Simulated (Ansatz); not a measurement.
**Effect of pressure 15 GPa on AlP**

The parent structure is AlP in the zinc blende structure (space group F-43m, No. 216; a = 5.508 Å).

It is then changed as follows: cell and atoms relaxed at a pressure of 15 GPa.

Level of theory: PBE (Ansatz, an electronic-structure program; PAW; 420 eV plane waves; without spin-orbit coupling). k-mesh 10×10×10 (Γ-centred); smearing 0.05 eV (Fermi–Dirac).

The density goes up by 0.34 g/cm³ (2.30 g/cm³ → 2.64 g/cm³) and the lattice parameter a shrinks by 0.246 Å (5.508 Å → 5.262 Å). The enthalpy H = E + PV relative to the base's energy amounts to +1.82 eV/atom and the band gap falls by 0.29 eV, from 1.63 eV to 1.34 eV. The gap character remains indirect, Γ → X and the smallest direct gap increases by 0.587 eV, from 3.09 eV to 3.67 eV. The electron mass becomes 0.71 mₑ along k, 0.23 mₑ across (at X) (base: 0.81 mₑ along k, 0.25 mₑ across (at X)) and the hole mass (degenerate bands, along [100]) changes from 0.19, 0.56, 0.56 mₑ (at Γ) to 0.24, 0.52, 0.52 mₑ (at Γ).

Final structure:

```
AlP
1.0
    0.00000     2.63105     2.63105
    2.63105     0.00000     2.63105
    2.63105     2.63105     0.00000
P Al
1 1
Direct
  0.25000   0.25000   0.25000
  0.00000   0.00000   0.00000
```

Load acts through the strain it causes; cell and atoms are relaxed under it. Masses are band curvatures over ±0.01 Å⁻¹ around the edge. Along k means along the line from Γ to the band edge. Stability against distortions was not tested. Measured, AlP leaves this structure (for the NiAs type) near 14.2 GPa (temperature not stated; as listed in Datta, Sujoy, Jana, Debnarayan, arXiv (2020)), on rising pressure, with hysteresis.
